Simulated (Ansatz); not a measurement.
The reference is MgO in the rock salt structure (space group Fm-3m, No. 225).

```yaml
crystal:
  lattice:
    - [0.00000, 2.10708, 2.10708]
    - [2.10708, 0.00000, 2.10708]
    - [2.10708, 2.10708, 0.00000]
  atoms:
    - { symbol: O, position: [0.00000, 0.00000, 0.00000] }
    - { symbol: Mg, position: [0.50000, 0.50000, 0.50000] }
```

Cartesian axes are those of the cell as printed.

Computed with Kohn–Sham DFT with the PBEsol functional, run in Ansatz (a program for electronic structure) with PAW and 420 eV plane waves, no spin-orbit coupling.

Before the change:

```
Item                    Value
-------------  --------------
Gap character     direct at Γ
Band gap              4.62 eV
Electron mass  0.34 mₑ (at Γ)
```

Now apply this change: a pure shear with ε_xy = ε_yx = 0.0100, atoms relaxed at fixed cell.

### Question
What happens to the energy relative to the base?

### Answer
The energy rises by 1.7 meV/atom.

### Question
How does this affect the gap character?

### Answer
The gap character remains direct at Γ.

### Question
What does the calculation give for the band gap after the change?

### Answer
The band gap decreases by 0.08 eV, from 4.62 eV to 4.54 eV.

### Question
What happens to the stress?

### Answer
The stress (xx, yy, zz, yz, xz, xy; compression positive) is (0.04, 0.04, -0.04, 0.00, 0.00, -2.89) GPa.

### Question
Estimate the effect on the electron mass.

### Answer
The electron mass remains 0.34 mₑ (at Γ).

The cells carry an imposed strain or load. Masses are band curvatures over ±0.01 Å⁻¹ around the edge. Stability against distortions was not tested. Labels are those of the standard path for the cell's own space group.
